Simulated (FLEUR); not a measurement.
Input and output of a self-consistent single point for Cu (Fm-3m, 1 atom in the cell) (FLEUR).

Level of theory: PBE, all-electron FLAPW (FLEUR), scalar-relativistic valence.

The change in words: lattice scaled by 0.98. Reference geometry:
```
CELL_PARAMETERS angstrom
      0.00000     1.77655     1.77655
      1.77655     0.00000     1.77655
      1.77655     1.77655     0.00000
ATOMIC_POSITIONS crystal
  Cu 0.00000 0.00000 0.00000
```

Reference input (self-consistent single point, DFT, PBE, all-electron FLAPW (FLEUR), scalar-relativistic valence): Kmax = 3.7 1/bohr; GmaxXC = 13 1/bohr; xcFunctional = pbe; jspins = 1; l_soc = F; mode = hist; fermiSmearingEnergy = 0.00367493 Htr; mesh (inpgen div1-3) = 21 21 21; inpgen gamma flag = false; Gmax = 13 1/bohr; numbands = 0; maxIterBroyd = 99. This run's input differs from it in these lines:

```diff
@@ -3,5 +3,5 @@
 &input film=f /
--0.0000000000 3.3571967262 3.3571967262
-3.3571967262 0.0000000000 3.3571967262
-3.3571967262 3.3571967262 -0.0000000000
+-0.0000000000 3.2900528672 3.2900528672
+3.2900528672 -0.0000000000 3.2900528672
+3.2900528672 3.2900528672 -0.0000000000
 1.0
@@ -42,5 +42,5 @@
          <bravaisMatrix>
-            <row-1>    0.0000000000000000     3.3571967262000002     3.3571967262000002</row-1>
-            <row-2>    3.3571967262000002     0.0000000000000000     3.3571967262000002</row-2>
-            <row-3>    3.3571967262000002     3.3571967262000002     0.0000000000000000</row-3>
+            <row-1>    0.0000000000000000     3.2900528672000000     3.2900528672000000</row-1>
+            <row-2>    3.2900528672000000     0.0000000000000000     3.2900528672000000</row-2>
+            <row-3>    3.2900528672000000     3.2900528672000000     0.0000000000000000</row-3>
          </bravaisMatrix>
```

Output (repeated stretches shortened):

```
 Iteration:     1   Distance:      38.65091852 me/bohr^3
 Iteration:     2   Distance:      29.21969882 me/bohr^3
 Iteration:     3   Distance:       9.29330695 me/bohr^3
 Iteration:     4   Distance:       9.12963476 me/bohr^3
 Iteration:     5   Distance:       1.48089767 me/bohr^3
   [... 5 lines left out ...]
 Iteration:    11   Distance:       0.00033091 me/bohr^3
 Iteration:    12   Distance:       0.00001087 me/bohr^3
 Iteration:    13   Distance:       0.00001783 me/bohr^3
 Iteration:    14   Distance:       0.00000074 me/bohr^3
 Run finished successfully
 Stop message:
   Structural relaxation: Done

[file out, last iteration]
             iter=     15
[...]
          total density-effective poten   -2.6282475230E+03
          total charge density-energy d   -6.7680171200E+01
 Updated energy parameters for spin:           1
[...]
 fermi energy and band-weighting factors:
    1.248703

[...]
FERMIE:
          first approx. to ef    (T=0)  :   0.375419 htr   (energy of the highest occ. eigenvalue)
          number of occ. states  (T=0)  :       1589
          first approx. to seigv (T=0)  :   2.721485 htr
          sum of weights of occ. states :   5.503077
          sum of semicore charge        :   0.000000 e
FERHIS:  Fermi-Energy by histogram:
          bandgap                     :   0.000025 htr
   [... lines left out ...]
          charge neutrality (T=0)     :   0.006155    (zero if the highest occ. eigenvalue is "entirely" occupied)
     EF_NEWTON:  Adjust Fermi-Energy by Newton-Method.
 Direct bandgap for spin            1 :    6.3031242146269206E-002  Htr
   [... lines left out ...]
 ---->    (input%tkb*entropy) TS=              0.0003633675 htr
 ---->    free energy=                     -1655.0316346981 htr
      extrapolation for T->0
 ---->    total electron energy=           -1655.0314530143 htr
 ***** TOTAL FORCES ON ATOMS *****
 TOTAL FORCE FOR ATOM TYPE=  1  X=  0.000   Y=  0.000   Z=  0.000
                       FX_TOT= 0.000000 FY_TOT= 0.000000 FZ_TOT= 0.000000
 Structural relaxation: Done
```

The run converged in 14 iterations. FLEUR gives forces in its relaxation mode, with a further iteration, so its stop message speaks of a relaxation. Against the reference run the free energy rises by 65.7 meV/atom.

The starting cell comes from a database of computed structures (which also holds hypothetical and non-ambient phases and stackings), without a prior relaxation at this level. Its lattice was rescaled by a random factor within 2.5 % of one. For this run, on top of that: lattice scaled by 0.98. Spin polarisation is off. Values depend on the basis (sphere radii, cutoffs, local orbitals), which need not be converged. The log's line on a gap gives a spacing of levels on this mesh, which the program prints for metals too.

Cost on one core of a shared machine: roughly 50 s.
